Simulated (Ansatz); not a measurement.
Given:

```xyz
2
Lattice="0.0000 2.8876 2.8876 2.8876 0.0000 2.8876 2.8876 2.8876 0.0000" Properties=species:S:1:pos:R:3 pbc="T T T"
O      0.0000     0.0000     0.0000
Ba     2.8876     2.8876     2.8876
```

No spin polarisation.

Computed with plane-wave PAW DFT at the PBE level (Ansatz, a program for electronic structure, 420 eV), no spin-orbit coupling. k-mesh 10×10×10 (Γ-centred); smearing 0.05 eV (Fermi–Dirac).

### Question
Predict the space group and pressure.

### Answer
The space group comes out as Fm-3m (No. 225) and the pressure is -5.77 GPa.

The cells carry an imposed strain or load. No phonon test of stability was made. The cell was made from BaO in the rock salt structure (space group Fm-3m, No. 225) by this change: isotropic strain +3.62 %.
